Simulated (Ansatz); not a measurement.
Density of states of SiC (F-43m) above the conduction band minimum, PBEsol, rigid bands run with Ansatz (a first-principles code); cell volume 20.7 Å³.

(energy from edge (eV), 10⁻³ states/eV/cell): (0.006, 5.91); (0.031, 13.9); (0.056, 18.9); (0.081, 22.8); (0.106, 26.4); (0.131, 29.8); (0.156, 33.2); (0.181, 35.9); (0.206, 39.0); (0.231, 41.6); (0.256, 44.4); (0.281, 46.9); (0.319, 50.9); (0.344, 53.7); (0.369, 55.9); (0.394, 58.7); (0.419, 61.7); (0.444, 64.2); (0.469, 66.8); (0.494, 69.2); (0.519, 71.8); (0.544, 74.3); (0.569, 76.8); (0.594, 80.1)

**Question.** What effective density of states at 300 K does this give (∫ g(E) exp(−E/k_BT) dE, both spins, divided by the cell's size)?

**Answer.** 1.4e19 cm⁻³, a density-of-states mass of 0.68 mₑ, valleys and band degeneracy included.

Spin-orbit coupling is left out. Geometry: cell and atoms relaxed with PBEsol.
